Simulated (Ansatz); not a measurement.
The parent structure is PbTe in the rock salt structure (space group Fm-3m, No. 225; a = 6.4421 Å). Axes: x, y, z lie along the cube axes.

Computed with Kohn–Sham DFT with the PBEsol functional, run in Ansatz (a first-principles code) with PAW and 420 eV plane waves, no spin-orbit coupling.

Now apply this change: an isotropic linear strain of +1.50 %; the atoms relax in the strained cell.

Predict the stress tensor and what it implies for the stiffness.

Stress of the strained cell less that of the base (GPa, compression positive):
```
  -1.81    0.00    0.00
   0.00   -1.81    0.00
   0.00    0.00   -1.81
```

Then B = −ΔP/(ΔV/V₀) with ΔV/V₀ = 0.0457 gives secant stiffness values (nonlinear terms included at this strain): B ≈ 40 GPa.

As a check, the harmonic strain energy −½ V₀ Δσ:ε is 8.5 meV/atom; the computed energy rise is 8.9 meV/atom.

Stability against distortions was not tested.
